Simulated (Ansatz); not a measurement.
Where the default PAW files enter, the runs use the earlier of Ansatz's two default sets.

## Evanescent states of PbSe (Fm-3m, rock salt, 2 atoms a cell, 28.8 Å³ an atom) along the normal of (111)

The numbers are results of r2SCAN (plane waves, PAW; Ansatz, a quantum-chemistry and plane-wave program), not measurements.

The gap is the functional's own, uncorrected, and κ follows it; spin-orbit coupling is left out. Mid-gap means the computed energy nearest the middle.

Energies count from the valence-band top; κ is the least over a 12×12 mesh across the current.

| E (eV) | κ (1/Å) | where |
|---|---|---|
| 0.03 | 0.027 | off Γ |
| 0.07 | 0.045 | off Γ |
| 0.12 | 0.058 | off Γ |
| 0.17 | 0.067 | off Γ |
| 0.23 | 0.074 | off Γ |
| 0.28 | 0.080 | off Γ |
| 0.33 | 0.084 | off Γ |
| 0.38 | 0.083 | off Γ |
| 0.42 | 0.076 | off Γ |
| 0.47 | 0.065 | off Γ |
| 0.53 | 0.052 | off Γ |
| 0.57 | 0.031 | off Γ |

Problem. How thick must the barrier be to attenuate the transmission by 10^6 when the electrodes' Fermi level lies at 0.33 eV, and what attenuation does that film give at 0.47 eV?

Solution. d = 6 ln 10 / (2 × 0.084) = 82.2 Å. At 0.47 eV it gives 6 × 0.065/0.084 = 4.6 decades.
